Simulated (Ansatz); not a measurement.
The starting structures come from a database of crystals and need not be the phases stable at ambient conditions.

Tunnelling through a barrier is set by its complex band structure: the current falls as exp(−2κd) with the smallest κ.

Consider the following.

```xyz
16
Lattice="7.0967 0.0000 0.0000 2.3217 7.1765 0.0000 -2.8147 -2.5182 10.6391" Properties=species:S:1:pos:R:3 pbc="T T T"
Cs     0.8978     0.2518     6.3258
Cs     5.7059     4.4065     4.3133
Cs     2.2777     3.0383     2.0044
Cs     4.3261     1.6200     8.6347
Ag     4.5949     6.3403     0.7706
Ag     2.0089    -1.6820     9.8685
Sb     0.7885     4.3028     8.1322
Sb     5.8153     0.3555     2.5069
S      5.7444     2.3161     1.1739
S      0.8594     2.3422     9.4652
S      0.9832    -0.3075     2.8660
S      5.6206     4.9659     7.7731
S      1.8452     3.8596     6.0845
S      4.7585     0.7988     4.5546
S      7.0493     5.8118     1.2550
S     -0.4455    -1.1535     9.3841
```

Space group of this cell: P-1. The cell is taken as given; by r2SCAN its mean pressure is -1.2 GPa.

Transport runs along the normal of the first two printed cell vectors.

No gap correction and no spin-orbit coupling; mid-gap values are interpolated between computed energies.

Question: Estimate the band gap and the smallest decay constant κ at mid-gap that Ansatz (an electronic-structure program) with r2SCAN returns for this system.

Answer: Gap 1.82 eV on a 6×6×4 mesh; κ = 0.243 1/Å, at the zone centre.
